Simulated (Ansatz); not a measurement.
Base system: KBr in the rock salt structure (space group Fm-3m, No. 225; a = 6.5491 Å). Axes: x, y, z lie along the cube axes.

The values are results of PBEsol (Ansatz, a first-principles code; PAW; 420 eV plane waves; scalar-relativistic without spin-orbit coupling), not measurements.

Strains are applied to the cell and any free atomic positions relax; under biaxial strain the out-of-plane vector relaxes too.

One change was made to it. Results:

```csv
quantity,base,after
electron mass,0.37 mₑ (at Γ),"0.34 mₑ out of plane, 0.37 mₑ in plane (at Γ)"
"pressure (mean of the normal stresses, compression positive)",0.01 GPa,1.02 GPa
band gap,4.34 eV,4.46 eV
```

Problem. Name the change that was made.
A) biaxial strain −3.00 %, plane normal [001], relaxed out of plane
B) biaxial strain −2.00 %, plane normal [001], relaxed out of plane
C) biaxial strain +1.00 %, plane normal [001], relaxed out of plane
D) biaxial strain +3.00 %, plane normal [001], relaxed out of plane

Solution. A, biaxial strain −3.00 %, plane normal [001], relaxed out of plane. For comparison, the band gap in the other runs: biaxial strain +1.00 %, plane normal [001], relaxed out of plane gives 4.29 eV; biaxial strain −2.00 %, plane normal [001], relaxed out of plane gives 4.42 eV; biaxial strain +3.00 %, plane normal [001], relaxed out of plane gives 4.20 eV.

Effective masses come from finite differences of ±0.01 Å⁻¹. Stability against distortions was not tested.
